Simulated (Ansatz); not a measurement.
Consider the following.

```yaml
crystal:
  lattice:
    - [4.01197, 0.00000, 0.00000]
    - [0.00000, 4.01197, 0.00000]
    - [0.00000, 0.00000, 4.01197]
  atoms:
    - { symbol: Ba, position: [0.00000, 0.00000, 0.00000] }
    - { symbol: Ti, position: [0.50000, 0.50000, 0.50000] }
    - { symbol: O, position: [0.00000, 0.50000, 0.50000] }
    - { symbol: O, position: [0.50000, 0.50000, 0.00000] }
    - { symbol: O, position: [0.50000, 0.00000, 0.50000] }
```

No spin polarisation.

Calculations: PBE, PAW, 420 eV (Ansatz, a quantum-chemistry and plane-wave program; scalar-relativistic without spin-orbit coupling). Settings: 8×8×8 k-points, 0.05 eV Fermi–Dirac smearing.

Question: What is the computed band gap?

Answer: 1.80 eV.

Question: Predict the width of the top valence band.

Answer: 0.96 eV.

Question: Estimate the gap character.

Answer: Indirect, R → Γ.

Question: What is the computed smallest direct gap?

Answer: 1.91 eV.

Load acts through the strain it causes; cell and atoms are relaxed under it. No phonon test of stability was made. All final runs are without spin polarisation. The cell was made from BaTiO3 in the cubic perovskite structure (space group Pm-3m, No. 221) by this change: pressure 0.9 GPa. Many cubic perovskites are stable only at high temperature; tilts and polar distortions were not tested. This is not the structure that BaTiO3 has at room temperature and ambient pressure.
